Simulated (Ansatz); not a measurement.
Given:

A slab with vacuum along the third vector:

```yaml
crystal:
  lattice:
    - [2.75423, 0.00000, 0.00000]
    - [-1.37712, 2.38523, 0.00000]
    - [0.00000, 0.00000, 44.50000]
  atoms:
    - { symbol: Os, position: [0.66667, 0.33333, 0.18414] }
    - { symbol: Os, position: [0.33333, 0.66667, 0.23118] }
    - { symbol: Os, position: [0.66667, 0.33333, 0.28002] }
    - { symbol: Os, position: [0.33333, 0.66667, 0.32928] }
    - { symbol: Os, position: [0.66667, 0.33333, 0.37796] }
    - { symbol: Os, position: [0.33333, 0.66667, 0.42670] }
    - { symbol: Os, position: [0.66667, 0.33333, 0.47560] }
    - { symbol: Os, position: [0.33333, 0.66667, 0.52440] }
    - { symbol: Os, position: [0.66667, 0.33333, 0.57330] }
    - { symbol: Os, position: [0.33333, 0.66667, 0.62204] }
    - { symbol: Os, position: [0.66667, 0.33333, 0.67072] }
    - { symbol: Os, position: [0.33333, 0.66667, 0.71998] }
    - { symbol: Os, position: [0.66667, 0.33333, 0.76882] }
    - { symbol: Os, position: [0.33333, 0.66667, 0.81586] }
```

Model: 14-atom slab, 28.3 Å thick at the start, 16x16x1 mesh, Fermi-Dirac 0.1 eV, dipole correction, all atoms relaxed; symmetry of the start imposed; no spin, no spin-orbit, no U.

Q: What surface energy (mean of both faces) does Ansatz (a first-principles code) with PBE give?

A: 2.99 J/m²

Q: What is the computed work function of the top face (PBE)?

A: 5.29 eV
